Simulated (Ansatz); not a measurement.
## What pressure 0.3 GPa does to CaIr2

Consider CaIr$_{2}$ in the cubic Laves (MgCu2 type) structure (space group Fd-3m, No. 227; a = 7.4855 Å; a cell from a computed database, its experimental status unchecked).

Perturbation: a hydrostatic pressure of 0.3 GPa.

The values are results of plane-wave PAW DFT at the PBEsol level (Ansatz, a quantum-chemistry and plane-wave program, 420 eV), no SOC, not measurements. Settings: 11×11×11 k-points, 0.05 eV Fermi–Dirac smearing.

```tsv
quantity	base	changed	shift
volume per atom	17.48 Å³	17.45 Å³	-0.03 Å³
density	13.45 g/cm³	13.47 g/cm³	+0.02 g/cm³
lattice parameter a	14.145 bohr	14.138 bohr	-0.0076 bohr
shortest interatomic distance	5.001 bohr	4.998 bohr	-0.003 bohr
enthalpy H = E + PV relative to the base's energy	–	+0.03 eV/atom	–
band gap	zero	zero	–
```

Final structure:

```xyz
6
Lattice="0.0000 3.7407 3.7407 3.7407 0.0000 3.7407 3.7407 3.7407 0.0000" Properties=species:S:1:pos:R:3 pbc="T T T"
Ca     5.6111     5.6111     5.6111
Ca     3.7407     3.7407     3.7407
Ir     0.9352     0.9352     0.9352
Ir     0.9352     2.8055     2.8055
Ir     2.8055     2.8055     0.9352
Ir     2.8055     0.9352     2.8055
```

Cost of the whole job for the changed cell (relaxation, final SCF and bands): around 80 core-seconds (rough).

Load acts through the strain it causes; cell and atoms are relaxed under it. No phonon test of stability was made. The final runs are not spin-polarised. CaIr2 has a high density of states at the Fermi level and may be magnetic at this level.
